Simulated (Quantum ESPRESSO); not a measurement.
Density of states of TaB2Mo (Amm2, 4 atoms in the cell).

```
TaB2Mo
1.0
    3.05274     0.00000     0.00000
    0.00000     1.57583     4.18934
    0.00000    -1.57583     4.18934
Ta B Mo
1 2 1
Cartesian
  0.00000   0.00000   1.22329
  1.52637   0.00000   4.68058
  0.00000   0.00000   3.68427
  1.52637   0.00000   7.16922
```

Computed with LDA (PZ), GBRV 1.5 ultrasoft (LDA) pseudopotentials (plane waves; Quantum ESPRESSO).

SCF settings: ecutwfc = 40 Ry; ecutrho = 320 Ry; occupations = smearing; smearing = gauss; degauss = 0.019992 Ry; potentials = {Ta: ta_lda_v1.uspp.F.UPF, B: b_lda_v1.4.uspp.F.UPF, Mo: mo_lda_v1.uspp.F.UPF}; K_POINTS = automatic 7 8 8 0 0 0; conv_thr = 1e-11 Ry. Keys of the DOS step: nscf.calculation = nscf; nscf.nbnd = 25; nscf.startingwfc = random; nscf.diago_thr_init = 1e-06; nscf.diagonalization = cg; nscf.K_POINTS = automatic 11 12 12 0 0 0; dos.x.fildos = dos.dat; dos.x.Emin = -15 eV; dos.x.Emax = 30 eV; dos.x.DeltaE = 0.05 eV; dos.x.ngauss = 0; dos.x.degauss = 0.02205 Ry.

The starting cell comes from a database of computed structures (which also holds hypothetical and non-ambient phases and stackings), without a prior relaxation at this level. Its lattice was rescaled by a random factor within 2.5 % of one. Spin-orbit coupling is off. Spin polarisation is off.

Total DOS (both spins), as means of the tabulated values in each energy bin; the zero is the program's Fermi level or highest filled level, and the curve is cut to this window:

```
E (eV)  states/eV/cell
------  --------------
-7.80             1.15
-7.40             1.13
-7.00             0.63
-6.60             0.88
-6.20             1.66
-5.80             1.72
-5.40             1.99
-5.00             2.10
-4.60             2.59
-4.20             3.61
-3.80             3.05
-3.40             2.19
-3.00             2.68
-2.60             2.74
-2.20             2.04
-1.80             1.26
-1.40             0.84
-1.00             0.76
-0.60             1.00
-0.20             1.21
0.20              1.40
0.60              1.54
1.00              1.70
1.40              2.04
1.80              2.33
2.20              2.16
2.60              2.24
```

Around zero the curve holds about 1.3 states/eV/cell.
